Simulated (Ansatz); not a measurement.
## GaAs under a change: biaxial strain +2.07 %, plane normal [110], relaxed out of plane

Consider GaAs in the zinc blende structure (space group F-43m, No. 216; a = 5.667 Å). Axes: x, y, z lie along the cube axes.

The change: tensile biaxial strain of 2.07 % in the plane normal to [110], as in epitaxy on a mismatched substrate; the out-of-plane cell vector and the atoms relax.

Calculations: r2SCAN, PAW, 500 eV (Ansatz, a first-principles code; no spin-orbit coupling). k-mesh 10×10×10 (Γ-centred); smearing 0.05 eV (Fermi–Dirac).

```json
[
 {"quantity": "volume per atom", "base": "22.75 Å³", "changed": "23.48 Å³", "shift": "+0.73 Å³"},
 {"quantity": "energy relative to the base (free energy F)", "base": "0 meV/atom", "changed": "+9.5 meV/atom", "shift": "+9.5 meV/atom"},
 {"quantity": "pressure (mean of the normal stresses, compression positive)", "base": "0.00 GPa", "changed": "-2.11 GPa", "shift": "-2.11 GPa"},
 {"quantity": "band gap", "base": "0.96 eV", "changed": "0.55 eV", "shift": "-0.41 eV"},
 {"quantity": "gap character", "base": "direct at Γ", "changed": "direct at Γ", "shift": "–"},
 {"quantity": "valence-band top at Γ (three highest levels, from the VBM)", "base": "0.00, 0.00, 0.00 eV", "changed": "0.00, -0.21, -0.21 eV", "shift": "–"},
 {"quantity": "out-of-plane strain", "base": "–", "changed": "-0.93 %", "shift": "–"},
 {"quantity": "ratio −ε⊥/ε∥", "base": "–", "changed": "0.45", "shift": "–"},
 {"quantity": "mean in-plane stress (compression positive)", "base": "–", "changed": "-3.2 GPa", "shift": "–"}
]
```

A biaxial case was relaxed in a doubled cell and then solved in the primitive one. Stability against distortions was not tested. k-point labels follow each cell's own Brillouin zone.
